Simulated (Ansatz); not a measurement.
Partial pair distribution functions of a relaxed model of amorphous In$_{9}$Ga$_{9}$Zn$_{9}$O$_{33}$N$_{2}$, broadened by 0.06 Å; density 5.98 g/cm³. Calculation: PBE, scalar-relativistic without spin-orbit coupling (plane waves to 420 eV, PAW; Ansatz, a program for electronic structure).

Preparation: random packing, a CHGNet melt and quench, and a DFT relaxation. O and N atoms were pushed apart under 1.9 Å during the dynamics, to hinder bonds among them. The hot cell started wider than the set density and was brought back towards it in steps. It is the lowest in DFT energy of 2 quenches. It is a model cell: composition and starting density were chosen by hand, and all elements were melted together. No dispersion term was used. Its density started from a set value of 5.98 and ended at 5.98 g/cm³. Cooling (nominally 260 K/ps over its main leg) ran many orders faster than in experiment, which tends to leave more defects and strain. One small periodic cell is one sample of the glass; other quenches scatter about these values. The volume was held where the preparation left it and the shape relaxed, at a PBE pressure of 4.6 GPa. Stress components on the final sampling reach 5.2 GPa. On a 2×2×2 Γ-centred mesh force components of up to 0.24 eV/Å stay, since the relaxation ran on the zone centre alone. Cycles of charging lowered its energy after that relaxation.

| r (Å) | g In-O | g Ga-O | g In-In | g Ga-Ga |
|---|---|---|---|---|
| 1.60 | 0.00 | 0.00 | 0.00 | 0.00 |
| 1.70 | 0.00 | 0.27 | 0.00 | 0.00 |
| 1.80 | 0.00 | 5.32 | 0.00 | 0.00 |
| 1.90 | 0.00 | 10.85 | 0.00 | 0.00 |
| 2.00 | 0.43 | 4.50 | 0.00 | 0.00 |
| 2.10 | 4.02 | 1.30 | 0.00 | 0.00 |
| 2.20 | 7.64 | 0.09 | 0.00 | 0.00 |
| 2.30 | 4.42 | 0.00 | 0.00 | 0.00 |
| 2.40 | 1.91 | 0.00 | 0.00 | 0.00 |
| 2.50 | 1.02 | 0.00 | 0.00 | 0.00 |
| 2.60 | 0.33 | 0.04 | 0.00 | 0.00 |
| 2.70 | 0.17 | 0.45 | 0.00 | 0.00 |
| 2.80 | 0.18 | 0.33 | 0.00 | 0.00 |
| 2.90 | 0.06 | 0.05 | 0.00 | 0.05 |
| 3.00 | 0.31 | 0.16 | 0.13 | 1.38 |
| 3.10 | 0.33 | 0.13 | 1.19 | 4.41 |
| 3.20 | 0.20 | 0.36 | 2.00 | 3.92 |
| 3.30 | 0.27 | 0.42 | 2.73 | 3.12 |
| 3.40 | 0.53 | 0.76 | 1.67 | 0.98 |
| 3.50 | 0.90 | 0.99 | 0.73 | 0.86 |
| 3.60 | 0.78 | 1.34 | 0.28 | 0.58 |
| 3.70 | 0.71 | 1.59 | 2.06 | 0.64 |
| 3.80 | 1.00 | 1.35 | 2.57 | 0.07 |
| 3.90 | 0.94 | 1.47 | 3.06 | 0.27 |
| 4.00 | 1.04 | 1.00 | 2.25 | 0.60 |
| 4.10 | 0.96 | 1.07 | 1.73 | 0.08 |
| 4.20 | 1.23 | 1.04 | 1.36 | 0.01 |
| 4.30 | 1.19 | 1.12 | 0.53 | 0.29 |
| 4.40 | 1.17 | 1.17 | 0.20 | 0.46 |
| 4.50 | 1.62 | 1.42 | 0.83 | 0.05 |

Within 2.86 Å each In has 5.44 O neighbours on average.
